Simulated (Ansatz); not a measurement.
We consider BGe₂Sb (model structure, started from the BC2N type, R3m, No. 160, 4 atoms in the cell), described by LDA (plane waves, PAW; Ansatz, a quantum-chemistry and plane-wave program).

Run with plane-wave cutoff 520 eV, 18×18×18 k mesh, Fermi–Dirac smearing 0.05 eV, scalar-relativistic PAW data made under PBE.

Cell (relaxed at this level):

Space group R3m, hexagonal axes (No. 160); a = 3.732 Å, b = 3.732 Å, c = 19.587 Å, α = 90.00°, β = 90.00°, γ = 120.00°

```json
[
 {"atom": "B", "site": "3a", "symmetry": "3m", "x": "0.0000", "y": "0.0000", "z": "0.9916"},
 {"atom": "Sb", "site": "3a", "symmetry": "3m", "x": "0.0000", "y": "0.0000", "z": "0.1080"},
 {"atom": "Ge", "site": "3a", "symmetry": "3m", "x": "0.0000", "y": "0.0000", "z": "0.5118"},
 {"atom": "Ge", "site": "3a", "symmetry": "3m", "x": "0.0000", "y": "0.0000", "z": "0.6387"}
]
```
(The calculation used a cell of 4 atoms; values per cell refer to that cell.)

Task: Estimate the bulk modulus that the calculation returns.

Result: 
bulk modulus: 75.7 GPa

The run finds no gap.

Note: the bulk modulus is −V dP/dV from two relaxed cells at ±2 % in volume; the relaxation could raise the start's symmetry but not lower it, so the cell can be a saddle point.

Spin–orbit coupling is not included; it can open a gap where bands touch, and shift volumes and moduli.

Computed values are for the static lattice.

Cost on a shared machine: very roughly 13 core-minutes.

A model structure was made by putting elements into a prototype or built by hand; it is no filed structure, need not be a known phase, and can be a saddle point held by its symmetry.
